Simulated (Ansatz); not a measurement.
Abridged Ansatz (a first-principles code) output:

```
Relaxation: its limit of steps is 60 (relax.max_steps)
Pseudopotential: C, paw, valence charge 4
Crystal: 8 atoms, lattice volume = 54.144 Å³
Basis set: ecut = 420 eV, 1021 PW (Γ), exchange–correlation on 54×54×54 points (8 copies of the dense FFT grid, shifted against one another)
Bands: 24, of which v1, the nominal top of the filled ones, is band 16 counted from 1 (15 counted from 0)
Symmetry: 48 space group operations
k-points: 84 of 1728
Functional: x = pbesol(κ = 0.804, μ = 0.12345679012345678), c = pbesol(β = 0.046)
SCF iter   1: F=—  HF=-1937.873634 eV  |F-HF|=—  |Δ(HF+E_count)|=         —  Δρ=9.05e-3  dr2=3.77e-2  ethr=1.77e-3  ⟨swp⟩=4.1  Hψ=8225  notcnv=0
SCF iter   2: F=—  HF=-1937.864525 eV  |F-HF|=—  |Δ(HF+E_count)|=   9.11e-3  Δρ=4.66e-3  dr2=9.27e-3  ethr=1.18e-4  ⟨swp⟩=1.0  Hψ=2693  notcnv=0  defer=31
SCF 1 converged in 6 iterations: F = -1937.861573 eV  dr2 = 1.99e-10
relax step   1: F+E_penalty+E_count = -1937.86157280 eV  Δ(F+E_penalty+E_count) = +0.000e0 eV  max|allowed force component| = 4.048e-17 eV/Å  Δτ_max = 0.0000 Å  P = +4.999 GPa  Ω = 54.144 Å³  (6 SCF iters, dr2 threshold 1.00e-7 eV, accepted)
[... steps on the carried basis left out ...]
relax step   6: F+E_penalty+E_count = -1937.83499836 eV  Δ(F+E_penalty+E_count) = +1.637e-5 eV  max|allowed force component| = 1.619e-16 eV/Å  Δτ_max = 0.0000 Å  P = +7.499 GPa  Ω = 53.462 Å³  stress off target by 1.10e-3 GPa  SCF on the basis re-selected at this cell (its energy is not comparable with the rows above)  (6 SCF iters)
SCF converged after 6 iterations
Free energy (F): -1937.834998 eV
Internal energy: -1937.811566 eV  (E = F + TS)
E sigma→0 (E₀):  -1937.823282 eV
Entropy (-TS):   -0.023432 eV (-2.929 meV/atom)
Fermi energy:    11.871161 eV
--- Forces (eV/Å), atoms counted from 1 ---
  atom   1  C     -0.00000000    -0.00000000     0.00000000
  atom   2  C      0.00000000     0.00000000    -0.00000000
  atom   3  C      0.00000000     0.00000000     0.00000000
  atom   4  C     -0.00000000    -0.00000000    -0.00000000
  atom   5  C     -0.00000000     0.00000000     0.00000000
  atom   6  C      0.00000000     0.00000000    -0.00000000
  atom   7  C      0.00000000     0.00000000     0.00000000
  atom   8  C      0.00000000    -0.00000000    -0.00000000
--- Stress (GPa, compression-positive) ---
        7.498897       0.000000       0.000000
        0.000000       7.498897      -0.000000
        0.000000      -0.000000       7.498897
  P = ⅓ Tr σ = 7.4989 GPa (74.989 kbar)
--- Relaxed structure (4 steps of the walk, 4 accepted, 2 SCFs on fresh bases) ---
  cell:  # Å, volume = 53.4616 Å³
    - [3.767158388931974, -1.749386366151739e-33, -5.135813185032629e-34]
    - [-1.749386366151739e-33, 3.7671583889319735, 5.296307347064899e-34]
    - [0.0, 5.296307347064899e-34, 3.7671583889319735]
  atoms:
    - { symbol: C, position: [0.25, 5.9989974129300756e-36, 0.5] }
    - { symbol: C, position: [0.75, -7.56669121199967e-35, 0.5] }
    - { symbol: C, position: [9.671311851342544e-35, 0.5, 0.25] }
    - { symbol: C, position: [2.459257502980182e-35, 0.5, 0.7500000000000001] }
    - { symbol: C, position: [0.5, 0.25, 8.352195293140235e-36] }
    - { symbol: C, position: [0.5, 0.7500000000000001, -6.496151894664634e-36] }
    - { symbol: C, position: [-3.480081372141765e-35, 5.041146444788215e-35, -3.314363211563587e-36] }
    - { symbol: C, position: [0.5, 0.5, 0.5] }
```

**Question.** What was computed, and what are the main results?

**Answer.** C, 8 atoms in the cell, with PBEsol in Ansatz (plane waves to 420 eV, PAW, scalar-relativistic without spin-orbit coupling), from a series relaxed to a target (pressure 7.5 GPa). The last SCF converged to F = -1937.834998 eV, or -242.2294 eV per atom, at a pressure of 7.50 GPa. The total energy compares only with runs of the same code, potentials and settings.

Load acts through the strain it causes; cell and atoms are relaxed under it. Stability against distortions was not tested. Competing high-pressure phases were not computed. The cell was made from C (space group Pm-3n, No. 223; a hypothetical phase, not in the database extracts checked) by this change: pressure 7.5 GPa.

Keys are those of Ansatz 0.2.
